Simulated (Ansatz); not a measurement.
Pair distribution function (O-Sn) of SnO2 (rutile type), cell Sn24O48, with the crystal as the starting point [in the run: it stayed crystalline; mean temperature 627 K (target 620 K); density 6.53 g/cm³, volume +7 % from the start crystal's; mean pressure -0.4 GPa against a target of 0; Γ point only, which a denser mesh shifts by 0.2 GPa in pressure and 0.02 eV/Å in forces], from MD at 627 K. These are PBE (plane waves, PAW; Ansatz, a first-principles code) values and carry that method's errors. Volume per atom 12.77 Å³, mean pressure -0.4 GPa. 

```
r (Å) | g(r)
     1.30 |  0.00
     1.34 |  0.00
     1.38 |  0.00
     1.42 |  0.00
     1.46 |  0.00
     1.50 |  0.00
     1.54 |  0.00
     1.58 |  0.00
     1.62 |  0.00
     1.66 |  0.00
     1.70 |  0.00
     1.74 |  0.00
     1.78 |  0.00
     1.82 |  0.00
     1.86 |  0.01
     1.90 |  0.14
     1.94 | ## 0.77
     1.98 | ######## 2.83
     2.02 | ################## 6.79
     2.06 | ########################## 9.79
     2.10 | ############################## 11.2
     2.14 | ######################## 8.90
     2.18 | ################ 5.87
     2.22 | ######## 3.07
     2.26 | #### 1.42
     2.30 | ## 0.57
     2.34 |  0.17
     2.38 |  0.06
     2.42 |  0.02
     2.46 |  0.01
     2.50 |  0.00
     2.54 |  0.00
     2.58 |  0.00
     2.62 |  0.00
     2.66 |  0.00
     2.70 |  0.00
     2.74 |  0.00
     2.78 |  0.00
     2.82 |  0.00
     2.86 |  0.00
     2.90 |  0.00
     2.94 |  0.00
     2.98 |  0.00
     3.02 |  0.00
     3.06 |  0.00
     3.10 |  0.00
     3.14 |  0.00
     3.18 |  0.01
     3.22 |  0.02
     3.26 |  0.05
     3.30 |  0.09
     3.34 |  0.14
     3.38 | # 0.25
     3.42 | # 0.35
     3.46 | # 0.53
     3.50 | ## 0.67
     3.54 | ## 0.87
     3.58 | ### 0.95
     3.62 | ### 1.12
     3.66 | ### 1.26
     3.70 | #### 1.45
     3.74 | #### 1.64
     3.78 | ##### 1.84
     3.82 | ###### 2.13
     3.86 | ###### 2.08
     3.90 | ##### 1.95
     3.94 | #### 1.58
     3.98 | ### 1.24
     4.02 | ## 0.91
     4.06 | ## 0.74
     4.10 | ## 0.74
     4.14 | ## 0.82
     4.18 | ### 1.03
     4.22 | ### 1.30
     4.26 | #### 1.55
     4.30 | #### 1.65
     4.34 | #### 1.66
     4.38 | #### 1.65
     4.42 | #### 1.45
     4.46 | ### 1.22
     4.50 | ### 1.00
     4.54 | ## 0.75
     4.58 | ## 0.61
     4.62 | ## 0.63
     4.66 | ## 0.76
     4.70 | ### 1.08
     4.74 | #### 1.38
     4.78 | #### 1.55
```

Q: From these data, give where the first shell ends and the number of neighbours in it.

A: g is nil from 2.5 to 3.1 Å, so any cut there serves; 3.0 Sn round each O and 6.0 O round each Sn in the shell, from n = 4πρ∫r²g(r)dr.
